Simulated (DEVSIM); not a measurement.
Device: illuminated Si p-on-n cell, one wavelength, at 300 K.

| layer (left to right) | material | thickness (μm) | Nd (cm⁻³) | Na (cm⁻³) | τn (s) | τp (s) | absorption coefficient (cm⁻¹) |
|---|---|---|---|---|---|---|---|
| 1 | Si | 0.420 | - | 1.3e19 | 8.7e-6 | 1e-6 | 120 |
| 2 | Si | 130 | 5.7e15 | - | 7.9e-5 | 7.9e-5 | 120 |

Left contact: ohmic, minority electron recombination velocity 2e6 cm/s. Right contact: ohmic, minority hole recombination velocity 2000 cm/s. Voltage is applied to the left contact. Recombination: SRH at mid-gap, radiative, Auger. Gap narrowing is on: ΔEg = 6.92 meV × (l + √(l² + 0.5)), l = ln(N/1.3e17 cm⁻³), shared equally by both band edges. Light enters at the left, 4.2e17 photons cm⁻² s⁻¹, one pass, no reflection. Mobility is constant in doping.

The device is made up for the run: typed textbook-type constants, with dimensions and the other settings drawn at random. Values at 300 K.

| parameter | Si |
|---|---|
| gap (eV) | 1.124 |
| affinity (eV) | 4.05 |
| permittivity | 11.7 |
| Nc (cm⁻³) | 2.86e19 |
| Nv (cm⁻³) | 3.1e19 |
| μn (cm²/Vs) | 1417 |
| μp (cm²/Vs) | 470 |
| B (cm³/s) | 4.7e-15 |
| Cn (cm⁶/s) | 2.8e-31 |
| Cp (cm⁶/s) | 9.9e-32 |

Model (solved in DEVSIM): 1D drift-diffusion, Boltzmann statistics, complete ionisation; no tunnelling, impact ionisation, image-force lowering or self-heating.

### Question
Tabulate band edges, carrier densities and field at -2.0 V on the left contact, in the dark.

### Answer
Energies count from the Fermi level of the right contact; mesh points crowd at the junctions.

```json
[
 {"x (μm)": "0.000", "Ec (eV)": "3.037", "Ev (eV)": "1.978", "n (cm⁻³)": "< 1e2", "p (cm⁻³)": "1.3e19", "field (V/cm)": "≈ 0"},
 {"x (μm)": "0.03297", "Ec (eV)": "3.037", "Ev (eV)": "1.978", "n (cm⁻³)": "< 1e2", "p (cm⁻³)": "1.3e19", "field (V/cm)": "≈ 0"},
 {"x (μm)": "0.1058", "Ec (eV)": "3.037", "Ev (eV)": "1.978", "n (cm⁻³)": "< 1e2", "p (cm⁻³)": "1.3e19", "field (V/cm)": "≈ 0"},
 {"x (μm)": "0.2561", "Ec (eV)": "3.037", "Ev (eV)": "1.978", "n (cm⁻³)": "< 1e2", "p (cm⁻³)": "1.3e19", "field (V/cm)": "≈ 0"},
 {"x (μm)": "0.3801", "Ec (eV)": "3.037", "Ev (eV)": "1.978", "n (cm⁻³)": "< 1e2", "p (cm⁻³)": "1.3e19", "field (V/cm)": "≈ 0"},
 {"x (μm)": "0.4168", "Ec (eV)": "3.036", "Ev (eV)": "1.976", "n (cm⁻³)": "< 1e2", "p (cm⁻³)": "1.2e19", "field (V/cm)": "-12000"},
 {"x (μm)": "0.4460", "Ec (eV)": "2.851", "Ev (eV)": "1.727", "n (cm⁻³)": "< 1e2", "p (cm⁻³)": "8.1e14", "field (V/cm)": "-68000"},
 {"x (μm)": "0.5662", "Ec (eV)": "2.100", "Ev (eV)": "0.976", "n (cm⁻³)": "< 1e2", "p (cm⁻³)": "300", "field (V/cm)": "-57000"},
 {"x (μm)": "0.8137", "Ec (eV)": "0.955", "Ev (eV)": "-0.169", "n (cm⁻³)": "2700", "p (cm⁻³)": "< 1e2", "field (V/cm)": "-35000"},
 {"x (μm)": "1.421", "Ec (eV)": "0.221", "Ev (eV)": "-0.903", "n (cm⁻³)": "5.6e15", "p (cm⁻³)": "< 1e2", "field (V/cm)": "-78"},
 {"x (μm)": "3.017", "Ec (eV)": "0.220", "Ev (eV)": "-0.903", "n (cm⁻³)": "5.7e15", "p (cm⁻³)": "220", "field (V/cm)": "≈ 0"},
 {"x (μm)": "8.954", "Ec (eV)": "0.220", "Ev (eV)": "-0.903", "n (cm⁻³)": "5.7e15", "p (cm⁻³)": "940", "field (V/cm)": "≈ 0"},
 {"x (μm)": "21.40", "Ec (eV)": "0.220", "Ev (eV)": "-0.903", "n (cm⁻³)": "5.7e15", "p (cm⁻³)": "2400", "field (V/cm)": "≈ 0"},
 {"x (μm)": "51.93", "Ec (eV)": "0.220", "Ev (eV)": "-0.903", "n (cm⁻³)": "5.7e15", "p (cm⁻³)": "6000", "field (V/cm)": "≈ 0"},
 {"x (μm)": "106.0", "Ec (eV)": "0.220", "Ev (eV)": "-0.903", "n (cm⁻³)": "5.7e15", "p (cm⁻³)": "12000", "field (V/cm)": "≈ 0"},
 {"x (μm)": "120.5", "Ec (eV)": "0.220", "Ev (eV)": "-0.903", "n (cm⁻³)": "5.7e15", "p (cm⁻³)": "13000", "field (V/cm)": "≈ 0"},
 {"x (μm)": "126.4", "Ec (eV)": "0.220", "Ev (eV)": "-0.903", "n (cm⁻³)": "5.7e15", "p (cm⁻³)": "14000", "field (V/cm)": "≈ 0"},
 {"x (μm)": "128.9", "Ec (eV)": "0.220", "Ev (eV)": "-0.903", "n (cm⁻³)": "5.7e15", "p (cm⁻³)": "14000", "field (V/cm)": "≈ 0"},
 {"x (μm)": "130.0", "Ec (eV)": "0.220", "Ev (eV)": "-0.903", "n (cm⁻³)": "5.7e15", "p (cm⁻³)": "14000", "field (V/cm)": "≈ 0"},
 {"x (μm)": "130.2", "Ec (eV)": "0.220", "Ev (eV)": "-0.903", "n (cm⁻³)": "5.7e15", "p (cm⁻³)": "14000", "field (V/cm)": "≈ 0"},
 {"x (μm)": "130.4", "Ec (eV)": "0.220", "Ev (eV)": "-0.903", "n (cm⁻³)": "5.7e15", "p (cm⁻³)": "14000", "field (V/cm)": "≈ 0"},
 {"x (μm)": "130.4", "Ec (eV)": "0.220", "Ev (eV)": "-0.903", "n (cm⁻³)": "5.7e15", "p (cm⁻³)": "14000", "field (V/cm)": "≈ 0"}
]
```
